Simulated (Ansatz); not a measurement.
We consider L1₂ (Cu3Au-type) Pt3Ti, described by PBEsol-D3(BJ) in Ansatz (PAW).

Run with plane-wave cutoff 520 eV, 14×14×14 k mesh, Fermi–Dirac smearing 0.05 eV, no spin polarisation, scalar-relativistic PAW data made under PBE.

Equation-of-state points:

```json
[
 {"V (Å³/atom)": "13.521", "E − E_lowest (meV/atom)": "53.24", "P (GPa)": "20.99"},
 {"V (Å³/atom)": "13.808", "E − E_lowest (meV/atom)": "22.72", "P (GPa)": "13.16"},
 {"V (Å³/atom)": "14.096", "E − E_lowest (meV/atom)": "5.47", "P (GPa)": "6.20"},
 {"V (Å³/atom)": "14.384", "E − E_lowest (meV/atom)": "0.00", "P (GPa)": "0.02"},
 {"V (Å³/atom)": "14.671", "E − E_lowest (meV/atom)": "4.99", "P (GPa)": "-5.47"},
 {"V (Å³/atom)": "14.959", "E − E_lowest (meV/atom)": "19.26", "P (GPa)": "-10.33"},
 {"V (Å³/atom)": "15.247", "E − E_lowest (meV/atom)": "41.77", "P (GPa)": "-14.65"}
]
```

**Question.** What bulk modulus B0 and pressure derivative B′ does a third-order Birch–Murnaghan fit give?

**Answer.** V0 = 14.385 Å³/atom, B0 = 291 GPa, B′ = 4.9 (fit to the energies at full precision).

Measured, for comparison: equilibrium volume per atom 15.01 Å³/atom (temperature not stated, no zero-point or thermal correction; as tabulated in Molecular Dynamics Simulations of PtTi High-Temperature Shape Memory Alloys …). Computed (rounded) less measured: equilibrium volume per atom -4.2 %.

Spin–orbit coupling is not included.

Static lattice: no zero-point or thermal effects.

Cost on a shared machine: about 3 core-minutes (a rough figure).

Ansatz is a first-principles code.
